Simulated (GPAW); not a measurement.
Input and output of a self-consistent single point for NbVCr (P1, 6 atoms in the cell) (GPAW).

Level of theory: PBEsol, GPAW PAW datasets PBEsol (made by gpaw-setup) (plane waves; GPAW).

The change in words: atoms moved at random. Reference geometry:
```
CELL_PARAMETERS angstrom
     -2.46242     2.52027     3.50740
      2.46242    -2.52027     3.50740
      2.46242     2.52027    -3.50740
ATOMIC_POSITIONS crystal
  Nb 0.12626 0.37626 0.75000
  Nb 0.87374 0.62374 0.25000
  V  0.50000 0.00000 0.50000
  V  0.00000 0.00000 0.00000
  Cr 0.50000 0.00000 0.00000
  Cr 0.50000 0.50000 0.50000
```

Reference input (self-consistent single point, DFT PBEsol, plane waves, GPAW PAW datasets PBEsol (made by gpaw-setup)): mode = pw; ecut = 800 eV; xc = PBEsol; kpts = 5 5 5; mesh shift (steps) = 0 0 0; occupations.name = fermi-dirac; occupations.width = 0.1 eV; nbands = -10; convergence.density = 1e-05 e/electron; symmetry.symmorphic = false; symmetry.tolerance = 0.0005; maxiter = 120. This run's input differs from it in these lines:

```diff
@@ -8,8 +8,8 @@
                     [2.462415, 2.520265, -3.507405]],
-              scaled_positions=[[0.126260, 0.376260, 0.750000],
-                                [0.873740, 0.623740, 0.250000],
-                                [0.500000, 0.000000, 0.500000],
-                                [0.000000, 0.000000, 0.000000],
-                                [0.500000, 0.000000, 0.000000],
-                                [0.500000, 0.500000, 0.500000]],
+              scaled_positions=[[0.129555, 0.373305, 0.745892],
+                                [0.870467, 0.614634, 0.236382],
+                                [0.482676, 0.016494, 0.502479],
+                                [0.006602, 0.001385, 0.002076],
+                                [0.520164, -0.005921, 0.011848],
+                                [0.490536, 0.500104, 0.501323]],
               pbc=True)
```

Output (repeated stretches shortened):

```
     iter     time        total  log10-change:
                         energy   eigst   dens
iter:   1 --:--:--   -74.235625
iter:   2 --:--:--   -66.546182   -0.13  -0.94
iter:   3 --:--:--   -64.452513   -0.22  -1.04
iter:   4 --:--:--   -61.770734   -0.54  -1.13
iter:   5 --:--:--   -60.993280   -0.39  -1.33
iter:   6 --:--:--   -61.032008   -0.99  -1.75
iter:   7 --:--:--   -60.982454   -1.71  -1.78
iter:   8 --:--:--   -61.150778   -1.52  -1.96
iter:   9 --:--:--   -60.982126   -1.57  -1.86
iter:  10 --:--:--   -60.965543   -2.37  -2.29
iter:  11 --:--:--   -60.966339c  -2.96  -2.64
iter:  12 --:--:--   -60.970468c  -2.91  -2.67
iter:  13 --:--:--   -60.966997c  -3.18  -2.64
iter:  14 --:--:--   -60.966648c  -3.75  -2.90
iter:  15 --:--:--   -60.966468c  -3.78  -3.02
   [... 9 lines left out ...]
iter:  25 --:--:--   -60.966704c  -6.01  -4.26
iter:  26 --:--:--   -60.966709c  -6.30  -4.41
iter:  27 --:--:--   -60.966713c  -6.69  -4.58
iter:  28 --:--:--   -60.966719c  -6.81  -4.73
iter:  29 --:--:--   -60.966718c  -7.33  -5.03c
iter:  30 --:--:--   -60.966717c  -7.50c -5.20c
Converged after 30 iterations.

Dipole moment: (-1.130587, -0.645107, -0.006783) |e|*Ang

Energy contributions relative to reference atoms: (reference = -316388.949301)

Kinetic:        -45.017307
Potential:      +19.404536
External:        +0.000000
XC:             -35.898017
Entropy (-ST):   -0.130831
Local:           +0.609487
SIC:             +0.000000
--------------------------
Free energy:    -61.032132
Extrapolated:   -60.966717

Showing only first 2 kpts
 Kpt  Band  Eigenvalues  Occupancy
  0    30     10.26641    1.75362
  0    31     10.99551    0.00966
  0    32     11.06754    0.00471
  0    33     11.15474    0.00197

  1    30      9.99885    1.98083
  1    31     10.85984    0.03698
  1    32     11.01395    0.00804
  1    33     11.07024    0.00459

Fermi level: 10.46266

No gap
   [... lines left out ...]
  0 Nb    0.42352   -0.13890   -0.33378
  1 Nb    0.61231    0.27932   -0.14432
  2 V    -1.05328    1.49668   -0.12686
  3 V    -0.31537   -0.74808   -0.10065
  4 Cr    0.41457   -1.01179   -0.12661
  5 Cr   -0.08124    0.12297    0.83165

Stress tensor:
     0.029532    -0.001768    -0.000553
    -0.001768     0.031002     0.000204
    -0.000553     0.000204     0.030362
Stress (GPa, Voigt): [ 4.7315  4.9671  4.8645  0.0327 -0.0886 -0.2832]
```

The run converged in 30 iterations. GPAW prints stress with tension positive. Against the reference run the free energy goes up by 35.8 meV/atom, the pressure goes from -5.73 to -4.85 GPa and the largest force goes from 0.015 to 1.835 eV/Å.

The starting cell comes from a database of computed structures (which also holds hypothetical and non-ambient phases and stackings), without a prior relaxation at this level. For this run, on top of that: atoms moved at random. Spin polarisation is off. With a pressure of about -5 GPa the cell is away from its equilibrium volume at this level. Forces in this geometry exceed 1 eV/Å.

Cost on one core of a shared machine: roughly 6 min.
